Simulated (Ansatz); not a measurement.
**What uniaxial strain ε_zz = −2.72 % does to BAs**

Start from BAs in the zinc blende structure (space group F-43m, No. 216; a = 4.768 Å). Axes: x, y, z lie along the cube axes.

It is then changed as follows: the cell is compressed by 2.72 % along z with no lateral relaxation, atoms relaxed at fixed cell.

All numbers come from PBEsol/PAW in Ansatz (a first-principles code), no SOC. Γ-centred 12×12×12 mesh, Fermi–Dirac width 0.05 eV.

The volume per atom shrinks by 0.37 Å³ (13.55 Å³ → 13.18 Å³) and the energy goes up by 8.9 meV/atom. The pressure (mean of the normal stresses, compression positive) goes from zero to 4.09 GPa and the band gap decreases by 0.445 eV to 0.64 eV. The gap character is indirect, Γ → Γ–M (78 % along) and the smallest direct gap shrinks by 0.25 eV, from 3.25 eV to 3.00 eV. The electron mass remains 1.1 mₑ along k, 0.21 mₑ across (off the special points) and the valence-band top at Γ (three highest levels, from the VBM) becomes 0.00, -0.26, -0.26 eV (base: 0.00, 0.00, 0.00 eV). The stress (xx, yy, zz, yz, xz, xy; compression positive) amounts to (2.23, 2.23, 7.79, 0.00, 0.00, 0.00) GPa.

Masses are band curvatures over ±0.01 Å⁻¹ around the edge. Along k means along the line from Γ to the band edge. Whether these cells are dynamically stable was not tested. k-point labels follow each cell's own Brillouin zone.
